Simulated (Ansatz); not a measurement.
# Short convergence ladders for P (R-3m, 2 atoms in the cell)

```
CELL_PARAMETERS angstrom
      1.73090     0.99934     3.13907
     -1.73090     0.99934     3.13907
      0.00000    -1.99867     3.13907
ATOMIC_POSITIONS crystal
  P  0.23239 0.23239 0.23239
  P  0.77292 0.77292 0.77292
```

Base method: PBEsol, default PAW files made with PBE (plane waves; Ansatz, a first-principles code).

Base settings: basis.ecutwfc = 420 eV; kpoints.mp_grid.grid = 11 11 11; hamiltonian.xc = pbesol; hamiltonian.pseudopotentials = {kind: paw} (the program's default PAW files); scf.occupations.method = gaussian; scf.occupations.width = 0.1 eV.

The count of work is k-points × plane waves × bands × iterations; it is no time. 

**The width of Fermi-Dirac smearing**

In this ladder: kpoints.mp_grid.grid = 18 18 18; scf.occupations.method = fermi_dirac.

Narrow widths need finer meshes than wide ones, so the last steps can hold mesh noise.

Only quantities that move along the ladder and can be compared are tabulated; pressure and forces are left out, as mesh noise rules them at narrow widths.

| scf.occupations.width | free energy less the last step's (meV/atom) | energy extrapolated to zero width less the last step's (meV/atom) |
|---|---|---|
| 1 eV | -574.44 | 97.84 |
| 0.5 eV | -109.75 | 21.81 |
| 0.3 eV | -32.17 | 5.53 |
| 0.2 eV | -12.28 | 1.59 |
| 0.1 eV | -2.19 | 0.15 |
| 0.05 eV | 0.00 | 0.00 |

Widest scf.occupations.width that holds the free energy within 5 meV/atom of the last step, with all finer ones: 0.1 eV; the step before is off by 12 meV/atom.

Widest scf.occupations.width that holds the energy extrapolated to zero width within 0.5 meV/atom of the last step, with all finer ones: 0.1 eV; the step before is off by 1.6 meV/atom.

The extrapolation to zero width removes most of the smearing's effect on the energy.

**The width of Methfessel-Paxton smearing**

In this ladder: kpoints.mp_grid.grid = 18 18 18; scf.occupations.method = methfessel_paxton.

Narrow widths need finer meshes than wide ones, so the last steps can hold mesh noise.

Only quantities that move along the ladder and can be compared are tabulated; pressure and forces are left out, as mesh noise rules them at narrow widths.

```tsv
scf.occupations.width	free energy less the last step's (meV/atom)
1 eV	14.48
0.5 eV	2.01
0.3 eV	0.35
0.2 eV	0.05
0.1 eV	-0.02
0.05 eV	0.00
```

Widest scf.occupations.width that holds the free energy within 5 meV/atom of the last step, with all finer ones: 0.5 eV; the step before is off by 14 meV/atom.

**The mesh under tetrahedron occupations**

In this ladder: scf.occupations.method = tetrahedron; scf.occupations.width = default.

Only quantities that move along the ladder and can be compared are tabulated.

```tsv
kpoints.mp_grid.grid	free energy less the last step's (meV/atom)	pressure (GPa)	largest difference of a force vector from the last step's (eV/Å)	count of work / last
5 5 5	-12.07	-3.81	0.220	0.015
6 6 6	-3.35	-3.63	0.252	0.024
7 7 7	-5.16	-3.44	0.134	0.029
9 9 9	-3.31	-3.78	0.086	0.056
11 11 11	-2.25	-3.88	0.060	0.096
14 14 14	-0.87	-4.02	0.034	0.16
17 17 17	-0.32	-4.10	0.012	0.27
21 21 21	-0.09	-4.14	0.004	0.49
27 27 27	0.00	-4.17	0.000	1.0
```

Coarsest kpoints.mp_grid.grid that holds the free energy within 2 meV/atom of the last step, with all finer ones: 14 14 14, at 0.16 of the last step's count of work; the step before is off by 2.2 meV/atom.

Coarsest kpoints.mp_grid.grid that holds the pressure within 0.2 GPa of the last step, with all finer ones: 14 14 14, at 0.16 of the last step's count of work; the step before is off by 0.29 GPa.

Coarsest kpoints.mp_grid.grid that holds the forces within 0.01 eV/Å of the last step, with all finer ones: 21 21 21; the step before is off by 0.012 eV/Å.

On the base run: the starting cell comes from a database of computed structures (which also holds hypothetical and non-ambient phases and stackings), without a prior relaxation at this level. Its lattice was rescaled by up to half a per cent. One atom was moved a little off its site on purpose. In the base run, with a pressure of about -4 GPa the cell is away from its equilibrium volume at this level. Ansatz's pressure includes its estimate of the finite-basis (Pulay) stress.

Left out of this page: 4 runs of the series outside the window shown, repeating another row's setting, or not comparable.

Keys are those of Ansatz 0.2.
